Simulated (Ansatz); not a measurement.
**Question.** Name crystals whose electron conductivity mass lies between 0.42 and 0.65 mₑ and whose hole conductivity mass lies between 3 and 4.7 mₑ, by PBEsol, rigid bands (Ansatz, a first-principles code).

**Answer.** Many crystals can fit; among those computed here:
- CsCl (Pm-3m): 0.57 mₑ, 3.1 mₑ
- RbCl (Fm-3m): 0.43 mₑ, 3.3 mₑ
- KMgF3 (Pm-3m): 0.52 mₑ, 3.8 mₑ
- BaF$_{2}$ (Fm-3m): 0.49 mₑ, 4.4 mₑ
- KCl (Fm-3m): 0.45 mₑ, 3.5 mₑ

Masses are for dilute carriers at 300 K, harmonic means over directions unless an axis is named. Spin-orbit coupling is left out.

Formula and space group known from diffraction (Crystallography Open Database), not checked to be the room-temperature form: KMgF3 (Pm-3m).
